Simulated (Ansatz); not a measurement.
**Re, response to strain**

Base system: Re in the hcp (Mg type) structure (space group P6_3/mmc, No. 194).

```
CELL_PARAMETERS angstrom
      2.75083     0.00000     0.00000
     -1.37541     2.38229     0.00000
      0.00000     0.00000     4.44144
ATOMIC_POSITIONS crystal
  Re 0.33333 0.66667 0.75000
  Re 0.66667 0.33333 0.25000
```

Cartesian axes are those of the cell as printed.

Strains are applied to the cell and any free atomic positions relax; under biaxial strain the out-of-plane vector relaxes too; under stress the whole cell relaxes.

Level of theory: PBEsol (Ansatz, a program for electronic structure; PAW; 420 eV plane waves; without spin-orbit coupling).

| case | shortest interatomic distance | space group |
|---|---|---|
| base | 2.730 Å | P6_3/mmc (No. 194) |
| biaxial strain +0.26 %, plane normal [001], relaxed out of plane | 2.729 Å | P6_3/mmc (No. 194) |
| biaxial strain +0.65 %, plane normal [001], relaxed out of plane | … | P6_3/mmc (No. 194) |
| isotropic strain +3.79 % | 2.834 Å | P6_3/mmc (No. 194) |
| uniaxial stress, 8 GPa compression along x | 2.709 Å | Cmcm (No. 63) |
| uniaxial stress, 1 GPa compression along x | 2.730 Å | Cmcm (No. 63) |

Task: What belongs in the blanks?

Result: 
- biaxial strain +0.65 %, plane normal [001], relaxed out of plane, shortest interatomic distance: 2.728 Å

Without a gap, meshes like the base's 19×19×11 leave anisotropic stresses uncertain by several tenths of a GPa, and small strain energies with them. Beyond what the load breaks, stability against distortions was not tested. The final runs are not spin-polarised.
